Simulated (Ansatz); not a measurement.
System: In2O3 (model structure, started from the Bi2Te3 type, R-3m, No. 166, 5 atoms in the cell). Method: PBEsol (Ansatz, a quantum-chemistry and plane-wave program, plane waves, PAW).

Numerical settings: plane-wave cutoff 500 eV, 16×16×16 k mesh, Fermi–Dirac smearing 0.05 eV, scalar-relativistic PAW data made under PBE.

Cell (relaxed at this level):

```cif
data_In2O3
_chemical_formula_sum 'In2 O3'
_space_group_name_H-M_alt 'P 1'
_space_group_IT_number 1
_cell_length_a 7.62205
_cell_length_b 7.62205
_cell_length_c 7.62205
_cell_angle_alpha 25.187
_cell_angle_beta 25.187
_cell_angle_gamma 25.187
loop_
_space_group_symop_operation_xyz
  'x, y, z'
loop_
_atom_site_label
_atom_site_type_symbol
_atom_site_fract_x
_atom_site_fract_y
_atom_site_fract_z
_atom_site_occupancy
In1 In 0.39937 0.39937 0.39937 1
In2 In 0.60063 0.60063 0.60063 1
O1 O 0.00000 0.00000 0.00000 1
O2 O 0.23167 0.23167 0.23167 1
O3 O 0.76833 0.76833 0.76833 1
```

Task: Give the computed band gap.

Result: 
- band gap = 1.27 eV (on the SCF k mesh)

Note: the relaxation could raise the start's symmetry but not lower it, so the cell can be a saddle point; the cell has widely spaced layers and the level no dispersion term, so their spacing and the moduli can rest on weak binding.

Spin–orbit coupling is not included.

Computing time: about 14 core-minutes (a rough figure).

A model structure was made by putting elements into a prototype or built by hand; it is no filed structure, need not be a known phase, and can be a saddle point held by its symmetry.
